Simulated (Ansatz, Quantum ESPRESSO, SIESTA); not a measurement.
# AgNO3 (R3m, 5 atoms in the cell) computed with different codes at matched settings

Relaxation of cell and atoms.

```yaml
crystal:
  lattice:
    - [2.52771, 1.45938, 2.80851]
    - [-2.52771, 1.45938, 2.80851]
    - [0.00000, -2.91875, 2.80851]
  atoms:
    - { symbol: Ag, position: [0.99804, 0.99804, 0.99804] }
    - { symbol: N, position: [0.57411, 0.57411, 0.57411] }
    - { symbol: O, position: [0.43488, 0.43488, 0.85948] }
    - { symbol: O, position: [0.85948, 0.43488, 0.43488] }
    - { symbol: O, position: [0.43488, 0.85948, 0.43488] }
```

Shared settings, as Ansatz (an electronic-structure program) writes them: kpoints.mp_grid.grid = 6 6 6; scf.occupations.method = fermi_dirac; scf.occupations.width = 0.0007 Ry. Potentials and cutoffs stand in the table.

```
code                                                                                                                                      model  final volume (Å³/atom)  gap on the mesh (eV)       cutoff
----------------  -----------------------------------------------------------------------------------------------------------------------------  ----------------------  --------------------  -----------
SIESTA            GGA PBEsol, numerical atomic orbitals DZP, PseudoDojo PBEsol standard norm-conserving potentials (rewritten from UPF to PSML)                   11.02                 1.051  grid 350 Ry
Quantum ESPRESSO                                                                           PBEsol, GBRV 1.5 ultrasoft (PBESOL) pseudopotentials                   11.96                 1.428        40 Ry
Ansatz                                                                                                          PBEsol, PAW files made with PBE                   12.13                 1.474      default
```

Gaps are read on the mesh.

The spread over the programs that give each value: final volume within 1.11 Å³/atom; gap on the mesh within 0.423 eV.

SIESTA uses small atom-centred bases, whose incompleteness enters pressures, forces and empty levels differently from a plane-wave cutoff. The programs treat the finite-basis stress differently while the cell relaxes: Ansatz adds an estimate of it.

The starting cell comes from a database of computed structures (which also holds hypothetical and non-ambient phases and stackings), without a prior relaxation at this level. Its lattice was rescaled by a random factor within 2.5 % of one.

Keys are those of Ansatz 0.2.
